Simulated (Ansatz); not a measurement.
## ZnO, point defects

Base system: a 24-atom supercell of ZnO in the wurtzite structure (space group P6_3mc, No. 186) at its relaxed geometry.

```
CELL_PARAMETERS angstrom
      4.84626    -2.79799    -5.21584
      3.23084     5.59598     0.00000
      1.61542    -2.79799     5.21584
ATOMIC_POSITIONS crystal
  Zn 0.11042 0.27812 0.11248
  Zn 0.77709 0.44479 0.77915
  Zn 0.44376 0.61145 0.44582
  Zn 0.11042 0.77812 0.11248
  Zn 0.77709 0.94479 0.77915
  Zn 0.44376 0.11145 0.44582
  Zn 0.72154 0.30590 0.22360
  Zn 0.38820 0.47257 0.89026
  Zn 0.05487 0.63923 0.55693
  Zn 0.72154 0.80590 0.22360
  Zn 0.38820 0.97257 0.89026
  Zn 0.05487 0.13923 0.55693
  O  0.90340 0.38163 0.52654
  O  0.57006 0.54830 0.19320
  O  0.23673 0.71497 0.85987
  O  0.90340 0.88163 0.52654
  O  0.57006 0.04830 0.19320
  O  0.23673 0.21497 0.85987
  O  0.84784 0.24275 0.97098
  O  0.51451 0.40941 0.63765
  O  0.18118 0.57608 0.30432
  O  0.84784 0.74275 0.97098
  O  0.51451 0.90941 0.63765
  O  0.18118 0.07608 0.30432
```

One neutral defect a cell, atoms relaxed at fixed cell.

Computed with Kohn–Sham DFT with the PBEsol functional, run in Ansatz (a quantum-chemistry and plane-wave program) with PAW and 420 eV plane waves, no spin-orbit coupling, earlier PAW set.

```tsv
case	gap of the supercell	pressure	largest displacement of a host atom from its site in the perfect cell	total moment of the cell
perfect supercell	0.70 eV	0.0 GPa	–	–
Sn on a Zn site	___	___	___	0.0 μB
O on a Zn site (antisite)	0.48 eV	2.4 GPa	0.35 Å	2.0 μB
Zn interstitial (started 1.78 Å from the nearest host atom)	zero	9.6 GPa	0.22 Å	0.0 μB
```

Question: Complete the table.

Answer: 
- Sn on a Zn site, gap of the supercell: 0.73 eV
- Sn on a Zn site, pressure: 5.1 GPa
- Sn on a Zn site, largest displacement of a host atom from its site in the perfect cell: 0.44 Å

The magnetic state is the one reached from the starting moments; the real material's order can differ, and small cells can't hold many antiferromagnetic ones. In so small a cell the defect repeats every few ångströms: this is an ordered compound, not a dilute defect. The mesh was chosen for an insulator and is coarse for the gapless case. Starting moments died away, wholly or in part, for Sn on a Zn site and Zn interstitial (started 1.78 Å from the nearest host atom); another magnetic solution may exist.
